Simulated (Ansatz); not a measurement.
Start from SiC in the wurtzite structure (space group P6_3mc, No. 186; a = 3.0920 Å, c = 5.0743 Å). Axes: x lies along a and z along c of the hexagonal cell.

All numbers come from PBE (Ansatz, a quantum-chemistry and plane-wave program, PAW, no spin-orbit coupling).

For the base:

| Property | Value |
|---|---|
| Smallest direct gap | 3.94 eV |
| Gap character | indirect, Γ → K |

Perturbation: uniaxial strain ε_zz = +1.20 %, all other strain components held at zero; the atoms relax in the strained cell.

**Question.** How does this affect the smallest direct gap?

**Answer.** The smallest direct gap goes up by 0.07 eV to 4.01 eV.

**Question.** Predict the new gap character.

**Answer.** The gap character remains indirect, Γ → K.

**Question.** Estimate the effect on the energy relative to the base.

**Answer.** The energy rises by 2.5 meV/atom.

Whether these cells are dynamically stable was not tested.
